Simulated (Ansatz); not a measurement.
Fluorite PbF2 (high-temperature phase) was calculated with r²SCAN (plane waves, PAW; Ansatz, a program for electronic structure).

Run with plane-wave cutoff 600 eV, 8×8×8 k mesh, finite displacements, scalar-relativistic PAW data made under PBE.

Cell (relaxed at this level):

```xyz
3
Lattice="0.0000 2.9603 2.9603 2.9603 0.0000 2.9603 2.9603 2.9603 0.0000" Properties=species:S:1:pos:R:3 pbc="T T T"
Pb     0.0000     0.0000     0.0000
F      1.4802     1.4802     1.4802
F      4.4405     4.4405     4.4405
```

Question: Estimate the high-frequency dielectric constant and static dielectric constant that the calculation returns.

Answer: 
* **high-frequency dielectric constant**: 3.18
* **static dielectric constant**: 31.0

Spin–orbit coupling is not included; it can shift volumes and moduli of such heavy elements.
